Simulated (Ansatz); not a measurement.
Base system: RbBr in the rock salt structure (space group Fm-3m, No. 225; a = 6.8433 Å). Axes: x, y, z lie along the cube axes.

All numbers come from DFT with PBEsol, PAW potentials and a 420 eV plane-wave cutoff in Ansatz (an electronic-structure program), without spin-orbit coupling.

Strains are applied to the cell and any free atomic positions relax; under biaxial strain the out-of-plane vector relaxes too.

One change was made to it. Results:

| quantity | base | after |
|---|---|---|
| shortest interatomic distance | 3.422 Å | 3.319 Å |
| valence-band top at Γ (three highest levels, from the VBM) | 0.00, 0.00, 0.00 eV | 0.00, 0.00, -0.06 eV |
| band gap | 4.22 eV | 4.33 eV |

**Question.** Which of these changes matches the shifts?
A) biaxial strain −1.50 %, plane normal [001], relaxed out of plane
B) biaxial strain −3.00 %, plane normal [001], relaxed out of plane
C) biaxial strain +3.00 %, plane normal [001], relaxed out of plane
D) biaxial strain −0.50 %, plane normal [001], relaxed out of plane

**Answer.** B, biaxial strain −3.00 %, plane normal [001], relaxed out of plane. For comparison, the band gap in the other runs: biaxial strain +3.00 %, plane normal [001], relaxed out of plane gives 4.08 eV; biaxial strain −0.50 %, plane normal [001], relaxed out of plane gives 4.24 eV; biaxial strain −1.50 %, plane normal [001], relaxed out of plane gives 4.28 eV.

Whether these cells are dynamically stable was not tested.
